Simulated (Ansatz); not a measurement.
Consider the following.

End structure of a constructed model of the (111) surface of fcc Pt, a layer of Ni in place of the second plane (bottom of the slab: a bare face, its two planes held):

```
CELL_PARAMETERS angstrom
      2.80721     0.00000     0.00000
     -1.40361     2.43112     0.00000
      0.00000     0.00000    27.50000
ATOMIC_POSITIONS crystal
  Pt 0.33333 0.66667 0.29425
  Pt 0.66667 0.33333 0.37760
  Pt 0.00000 0.00000 0.46095
  Pt 0.33333 0.66667 0.54552
  Ni 0.66667 0.33333 0.61912
  Pt 0.00000 0.00000 0.69331
```

Model: 6-atom slab, 11.3 Å thick at the start, 15x15x1 mesh, Fermi-Dirac 0.1 eV, dipole correction, 2 atoms held, the rest relaxed; start symmetry kept, larger cells not searched; spin-polarised, ending with about 1.5 μB a cell; orders that need a larger cell were not tried, no spin-orbit, no U. It is one candidate, not shown to be the stable structure of the face.

Problem. Estimate the work function of the top face that PBE (Ansatz, a first-principles code) returns for this input.

Solution. 5.36 eV
